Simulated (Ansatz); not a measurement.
An ideal cubic perovskite cell is held by its symmetry; such compounds can tilt or shift off centre at room temperature. The starting structures come from a database of crystals and need not be the phases stable at ambient conditions.

 Where the default PAW files enter, the runs use the earlier of Ansatz's two default sets.

## Evanescent states of RbPbF$_{3}$ (Pm-3m, cubic perovskite, not sure to be the ambient phase, 5 atoms a cell, 23.0 Å³ an atom, -2 GPa at this level) along the normal of (111)

The numbers are results of PBEsol (plane waves, PAW; Ansatz, a first-principles code), not measurements.

No gap correction and no spin-orbit coupling; mid-gap values are interpolated between computed energies.

Energies count from the valence-band top; κ is the least over a 6×6 mesh across the current.

```tsv
E (eV)	κ (1/Å)	where
0.07	0.083	Γ
0.23	0.139	Γ
0.38	0.175	Γ
0.53	0.201	Γ
0.68	0.221	Γ
0.82	0.236	Γ
0.97	0.247	Γ
1.12	0.255	Γ
1.27	0.260	Γ
1.43	0.263	Γ
1.57	0.262	Γ
1.73	0.259	Γ
1.88	0.253	Γ
2.02	0.244	Γ
2.17	0.232	Γ
2.33	0.216	Γ
2.48	0.196	Γ
2.62	0.170	Γ
2.77	0.133	Γ
2.92	0.072	Γ
```

### Question
How thick must the barrier be to attenuate the transmission by 10^6 when the electrodes' Fermi level lies at 0.68 eV, and what attenuation does that film give at 1.73 eV?

### Answer
d = 6 ln 10 / (2 × 0.221) = 31.3 Å. At 1.73 eV it gives 6 × 0.259/0.221 = 7.0 decades.
